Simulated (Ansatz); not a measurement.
A self-consistent single point of Y3As (Pnma, 16 atoms in the cell) with Ansatz (a program for electronic structure)

Method of the run: PBEsol, default PAW files made with PBE (plane waves; Ansatz).

Input as run:

Ansatz 0.2 input:
```yaml
# Y3As
crystal:
  lattice:
    - [7.772894, 0.000000, 0.000000]
    - [0.000000, 10.304812, 0.000000]
    - [0.000000, 0.000000, 6.907034]
  atoms:
    - { symbol: Y, position: [0.036000, 0.250000, 0.852000] }
    - { symbol: Y, position: [0.536000, 0.250000, 0.648000] }
    - { symbol: Y, position: [0.964000, 0.750000, 0.148000] }
    - { symbol: Y, position: [0.464000, 0.750000, 0.352000] }
    - { symbol: Y, position: [0.186000, 0.063000, 0.328000] }
    - { symbol: Y, position: [0.686000, 0.437000, 0.172000] }
    - { symbol: Y, position: [0.814000, 0.563000, 0.672000] }
    - { symbol: Y, position: [0.314000, 0.937000, 0.828000] }
    - { symbol: Y, position: [0.814000, 0.937000, 0.672000] }
    - { symbol: Y, position: [0.314000, 0.563000, 0.828000] }
    - { symbol: Y, position: [0.186000, 0.437000, 0.328000] }
    - { symbol: Y, position: [0.686000, 0.063000, 0.172000] }
    - { symbol: As, position: [0.390000, 0.250000, 0.050000] }
    - { symbol: As, position: [0.890000, 0.250000, 0.450000] }
    - { symbol: As, position: [0.610000, 0.750000, 0.950000] }
    - { symbol: As, position: [0.110000, 0.750000, 0.550000] }
kpoints:
  mp_grid:
    grid: [4, 3, 5]
hamiltonian:
  xc: pbesol
  pseudopotentials:
    kind: paw
scf:
  occupations:
    method: gaussian
    width: 0.05 eV
output:
  forces: true
  eigenvalues: true
  stress: true
```

Output (repeated stretches shortened):

```
WARN basis.ecutwfc = 420 eV, the default
Pseudopotentials: kind: paw
Pseudopotential: Y, paw, valence charge 11
Pseudopotential: As, paw, valence charge 15
Crystal: 16 atoms, lattice volume = 553.241 Å³
Basis set: ecut = 420 eV, 10849 PW (Γ), exchange–correlation on 108×144×96 points (8 copies of the dense FFT grid, shifted against one another)
Bands: 116, of which v1, the nominal top of the filled ones, is band 96 counted from 1 (95 counted from 0)
Symmetry: 8 space group operations
Space group: Pnma (ITA 62), of the structure as read, at distance tolerance 8.2e-5 Å
k-points: 18 of 60
PAW frozen core: Y, regenerated for the run's functional, and the local potential with it
PAW frozen core: As, regenerated for the run's functional, and the local potential with it
Initial density: superposition of atomic densities (neutral atoms: chi_scale 0, normalization atom), corrected by the library's trained network
Initial wavefunctions: pseudopotential atomic-orbital guess
Eigensolver: davidson
Functional: x = pbesol(κ = 0.804, μ = 0.12345679012345678), c = pbesol(β = 0.046)
SCF iter   1: F=—  HF=-64800.246557 eV  |F-HF|=—  |Δ(HF+E_count)|=         —  Δρ=4.57e-3  dr2=2.14e-1  ethr=1.77e-3  ⟨swp⟩=8.1  Hψ=9326  notcnv=0
all-band conjugate gradients solve this SCF's bands
preconditioner: auto → Kerker (q_TF=auto, 2.287 Å⁻¹)
SCF iter   2: F=—  HF=-64800.222723 eV  |F-HF|=—  |Δ(HF+E_count)|=   2.38e-2  Δρ=2.97e-3  dr2=9.86e-2  ethr=1.11e-4  ⟨swp⟩=1.2  Hψ=2433  notcnv=0  defer=1
SCF iter   3: F=—  HF=-64800.202372 eV  |F-HF|=—  |Δ(HF+E_count)|=   2.04e-2  Δρ=6.45e-4  dr2=5.14e-3  ethr=5.14e-5  ⟨swp⟩=2.0  Hψ=3432  notcnv=0  defer=1
SCF iter   4: F=—  HF=-64800.198683 eV  |F-HF|=—  |Δ(HF+E_count)|=   3.69e-3  Δρ=3.55e-4  dr2=7.24e-4  ethr=2.67e-6  ⟨swp⟩=2.0  Hψ=3428  notcnv=0  defer=1
SCF iter   5: F=—  HF=-64800.198584 eV  |F-HF|=—  |Δ(HF+E_count)|=   9.91e-5  Δρ=1.04e-4  dr2=1.12e-4  ethr=3.77e-7  ⟨swp⟩=2.0  Hψ=2115  notcnv=0  defer=1
SCF iter   6: F=—  HF=-64800.198561 eV  |F-HF|=—  |Δ(HF+E_count)|=   2.27e-5  Δρ=1.93e-5  dr2=3.47e-6  ethr=5.82e-8  ⟨swp⟩=2.0  Hψ=2315  notcnv=0  defer=1
SCF iter   7: F=—  HF=-64800.198866 eV  |F-HF|=—  |Δ(HF+E_count)|=   3.05e-4  Δρ=4.24e-6  dr2=1.87e-7  ethr=1.81e-9  ⟨swp⟩=3.0  Hψ=3713  notcnv=0  defer=77
SCF iter   8: F=-64800.198866 eV  HF=-64800.198866 eV  |F-HF|=3.45e-9  |Δ(HF+E_count)|=   2.34e-8  Δρ=1.11e-6  dr2=1.15e-8  ethr=5.21e-11  ⟨swp⟩=10.9  Hψ=7700  notcnv=0
SCF 1 converged in 8 iterations: F = -64800.198866 eV  dr2 = 1.15e-8
SCF converged after 8 iterations
Free energy (F): -64800.198866 eV
Harris-Foulkes:  -64800.198866 eV  (|F-HF|=3.45e-9)
Internal energy: -64800.178196 eV  (E = F + TS)
E sigma→0 (E₀):  -64800.188531 eV
Entropy (-TS):   -0.020670 eV (-1.292 meV/atom)
Fermi energy:    7.987811 eV
--- Per-component energies (eV) ---
  E_band       = -2768.598546
  E_kinetic    = 4015.059599
  E_local      = -16835.098666  (includes V_loc(G=0)·N_el)
  E_nonlocal   = -2059.805965
  E_hartree    = 7252.884587
  E_xc         = -2351.288707
  E_vxc        = -2663.059115  (∫ρ·V_xc dr)
  E_paw        = -40452.514236  (= ΣΔE_a)
  E_vpaw       = 268.536110  (= ΣTr[D̂ρ^β])
  E_aug_tail   = 0.000059  (compensation charges beyond the density's cutoff)
  E_ewald      = -14375.065855
  E_core_change = 5.650988  (= ΣΔE_core)
  E_smearing   = -0.020670  (= −TS)
  E_closure    = 0.000000  (closes the sum)
  Σ components = -64800.198866   (vs F -64800.198866, Δ=0.00e0)
--- Forces (eV/Å), atoms counted from 1 ---
  atom   1  Y      0.17556271     0.00000000    -0.43349811
  atom   2  Y      0.17556271     0.00000000     0.43349811
  atom   3  Y     -0.17556271     0.00000000     0.43349811
  atom   4  Y     -0.17556271     0.00000000    -0.43349811
  atom   5  Y     -0.25500030    -0.06174368     0.21942881
  atom   6  Y     -0.25500030     0.06174368    -0.21942881
  atom   7  Y      0.25500030    -0.06174368    -0.21942881
  atom   8  Y      0.25500030     0.06174368     0.21942881
  atom   9  Y      0.25500030     0.06174368    -0.21942881
  atom  10  Y      0.25500030    -0.06174368     0.21942881
  atom  11  Y     -0.25500030     0.06174368     0.21942881
  atom  12  Y     -0.25500030    -0.06174368    -0.21942881
  atom  13  As    -0.38153809    -0.00000000     0.27939823
  atom  14  As    -0.38153809    -0.00000000    -0.27939823
  atom  15  As     0.38153809    -0.00000000    -0.27939823
  atom  16  As     0.38153809    -0.00000000     0.27939823
  max |Σ_I F_I| component: 1.11e-16 eV/Å
--- Stress (GPa, compression-positive) ---
       -9.903409       0.000000       0.000000
        0.000000      -9.460446       0.000000
        0.000000       0.000000      -9.145954
  P = ⅓ Tr σ = -9.5033 GPa (-95.033 kbar)
  The stress holds the Pulay correction. Without it, at fixed plane waves, as pw.x and ABINIT print it: P = -9.5083 GPa
--- Band table (eV; the first three rows and the last of 18) ---
  k-point 0: bands = ["-35.3468", "-35.3405", "-35.3376", "-35.3334", "-35.3331", "-35.3315", "-35.3288", "-35.3273", "-35.3027", "-35.3007", "-35.2996", "-35.2996", "-27.3886", "-27.3886", "-27.3886", "-27.3886", "-27.3884", "-27.3884", "-27.3883", [...]
  k-point 1: bands = ["-35.3456", "-35.3395", "-35.3369", "-35.3346", "-35.3327", "-35.3318", "-35.3302", "-35.3276", "-35.3027", "-35.3011", "-35.2996", "-35.2995", "-27.3886", "-27.3886", "-27.3886", "-27.3886", "-27.3884", "-27.3884", "-27.3883", [...]
  k-point 2: bands = ["-35.3423", "-35.3381", "-35.3368", "-35.3352", "-35.3333", "-35.3332", "-35.3310", "-35.3290", "-35.3023", "-35.3017", "-35.2994", "-35.2994", "-27.3886", "-27.3886", "-27.3886", "-27.3886", "-27.3884", "-27.3884", "-27.3883", [...]
  k-point 17: bands = ["-35.3384", "-35.3384", "-35.3367", "-35.3367", "-35.3331", "-35.3331", "-35.3314", "-35.3314", "-35.3009", "-35.3009", "-35.3004", "-35.3004", "-27.3886", "-27.3886", "-27.3886", "-27.3886", "-27.3883", "-27.3883", [...]
```

The run converged in 8 iterations.

The starting cell was generated: these elements placed on a structure prototype, without a prior relaxation; it need not be a known phase or ordering of this composition. With a pressure of about -10 GPa the cell is away from its equilibrium volume at this level. Ansatz's pressure includes its estimate of the finite-basis (Pulay) stress.

Cost on one core of a shared machine: roughly 2 min.
